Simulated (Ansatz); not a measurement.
The parent structure is SiC in the wurtzite structure (space group P6_3mc, No. 186; a = 3.056 Å, c = 5.016 Å). Axes: x lies along a and z along c of the hexagonal cell.

Computed with LDA (Ansatz, a first-principles code, PAW, no spin-orbit coupling).

Strains are applied to the cell and any free atomic positions relax.

One change was made to it. Results:

```csv
quantity,base,after
band gap,2.13 eV,2.10 eV
"valence-band top at Γ (three highest levels, from the VBM)","0.00, 0.00, -0.11 eV","0.00, 0.00, -0.17 eV"
electron mass,"0.26 mₑ along c, 0.43 mₑ across (at K)","0.26 mₑ along z, 0.43 mₑ across (at K)"
```

Q: Which change produced these results?
A. uniaxial strain ε_zz = +0.60 %
B. uniaxial strain ε_zz = +2.40 %
C. uniaxial strain ε_zz = +1.80 %

A: A, uniaxial strain ε_zz = +0.60 %. For comparison, the band gap in the other runs: uniaxial strain ε_zz = +2.40 % gives 2.01 eV; uniaxial strain ε_zz = +1.80 % gives 2.03 eV.

Effective masses come from finite differences of ±0.01 Å⁻¹. Semilocal Kohn–Sham gaps tend to fall short of experiment. Whether these cells are dynamically stable was not tested.
